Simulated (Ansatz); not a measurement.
Start from WSe₂ in the rutile structure (space group P4_2/mnm, No. 136; a hypothetical phase, not in the database extracts checked).

```
CELL_PARAMETERS angstrom
      6.14462     0.00000     0.00000
      0.00000     6.14462     0.00000
      0.00000     0.00000     3.40221
ATOMIC_POSITIONS crystal
  W  0.50000 0.50000 0.50000
  W  0.00000 0.00000 0.00000
  Se 0.78735 0.78735 0.50000
  Se 0.28735 0.71265 0.00000
  Se 0.71265 0.28735 0.00000
  Se 0.21265 0.21265 0.50000
```

Cartesian axes are those of the cell as printed.

Computed with DFT with r2SCAN, PAW potentials and a 500 eV plane-wave cutoff in Ansatz (an electronic-structure program), scalar-relativistic without spin-orbit coupling.

Modification: the cell is scaled by 0.9896 in all directions; the atoms relax in the strained cell.

Question: Predict the stress tensor and what it implies for the stiffness.

Answer: Stress of the strained cell less that of the base (GPa, compression positive):
```
    4.5     0.0     0.0
    0.0     4.5     0.0
    0.0     0.0     3.6
```

Then B = −ΔP/(ΔV/V₀) with ΔV/V₀ = -0.0309 gives secant stiffness values (nonlinear terms included at this strain): B (at held cell shape, above the free-shape value) ≈ 135 GPa.

As a check, the harmonic strain energy −½ V₀ Δσ:ε is 8.7 meV/atom; the computed energy rise is 8.3 meV/atom.

Whether these cells are dynamically stable was not tested. All final runs are without spin polarisation. WSe2 has a high density of states at the Fermi level and may be magnetic at this level.
